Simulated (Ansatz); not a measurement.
**A computed series for hypothetical P6_3/mmc HgI2: thickness series**

Start from HgI2 in the 2H-MoS2 type structure (space group P6_3/mmc, No. 194; a = 4.166 Å, c = 14.183 Å; a hypothetical phase, not in the database extracts checked).

Free-standing slabs (3 atom(s) a layer) normal to the stacking axis with 15 Å of vacuum; in-plane cell relaxed.

Computed with Ansatz (a quantum-chemistry and plane-wave program), PBE-D3(BJ), PAW, cutoff 420 eV, spin-orbit coupling left out, earlier PAW set.

For the base:

| Property | Value |
|---|---|
| Band gap | 0.34 eV |

The aim is a band gap between 0.90 eV and 0.99 eV. Which of these changes reaches it?
(A) 2 layers
(B) 3 layers
(C) 1 layer

C, 1 layer. It gives 0.96 eV; 3 layers gives 0.63 eV; 2 layers gives 0.73 eV. Changes not listed may reach it too

Spin-orbit coupling, missing from the scalar runs, can matter with Hg and I. No phonon test of stability was made.
